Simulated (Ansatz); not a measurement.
**MgO: pressure series**

Base system: MgO in the rock salt structure (space group Fm-3m, No. 225).

```
CELL_PARAMETERS angstrom
      0.00000     2.10221     2.10221
      2.10221     0.00000     2.10221
      2.10221     2.10221     0.00000
ATOMIC_POSITIONS crystal
  Mg 0.00000 0.00000 0.00000
  O  0.50000 0.50000 0.50000
```

Cell and atoms are relaxed at each pressure.

Method: r2SCAN (Ansatz, a program for electronic structure), spin-orbit coupling left out.

| pressure (GPa) | band gap (eV) |
|---|---|
| -2 | 5.56 |
| -1 | 5.62 |
| 0 | 5.68 |
| 0.9 | 5.74 |
| 2.1 | 5.81 |
| 4.5 | 5.95 |
| 9 | ? |
| 15 | 6.51 |

Task: Fit E_g = E₀ + αP + βP² to the rows shown and predict the withheld row.

Result: Least squares on the printed values gives E₀ = 5.68 eV, α = 61.3 meV/GPa, β = -0.41 meV/GPa² (largest residual 0.00 eV); this predicts 6.20 eV, and the run gives 6.20 eV, in agreement.

Load acts through the strain it causes; cell and atoms are relaxed under it. Whether these cells are dynamically stable was not tested. Competing high-pressure phases were not computed.
